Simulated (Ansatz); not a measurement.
Consider the following.

```xyz
1
Lattice="-1.6109 1.6109 1.6109 1.6109 -1.6109 1.6109 1.6109 1.6109 -1.6109" Properties=species:S:1:pos:R:3 pbc="T T T"
Nb     0.0000     0.0000     0.0000
```

No spin polarisation.

All numbers come from Kohn–Sham DFT with the r2SCAN functional, run in Ansatz (a program for electronic structure) with PAW and 500 eV plane waves, without spin-orbit coupling. Settings: 28×28×28 k-points, 0.1 eV Fermi–Dirac smearing.

Question: Estimate the band gap.

Answer: Zero.

Question: What is the computed pressure?

Answer: 15.1 GPa.

The cells carry an imposed strain or load. Stability against distortions was not tested. All final runs are without spin polarisation. The cell was made from Nb in the bcc (W type) structure (space group Im-3m, No. 229) by this change: isotropic strain −2.50 %.
